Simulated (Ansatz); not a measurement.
# TiSi$_{2}$ (space group Fddd, No. 70)

Space group Fddd, origin choice 1 (No. 70); a = 4.7804 Å, b = 8.2321 Å, c = 8.5219 Å, α = 90.00°, β = 90.00°, γ = 90.00°

```csv
atom,site,symmetry,x,y,z
Si,16f,.2.,0.0000,0.3375,0.0000
Ti,8a,222,0.0000,0.0000,0.0000
```
(The calculation used a cell of 6 atoms; values per cell refer to that cell.)

All numbers come from r2SCAN/PAW in Ansatz (a quantum-chemistry and plane-wave program), without spin-orbit coupling, earlier PAW set. Settings: 13×13×13 k-points, 0.05 eV Fermi–Dirac smearing.

* **Volume per atom**: 13.97 Å³
* **Density**: 4.12 g/cm³
* **Band gap**: zero
* **Total energy**: -1261.361 eV/atom (σ→0; compares only within this code and set-up)

Stability against distortions was not tested. The final runs are not spin-polarised.
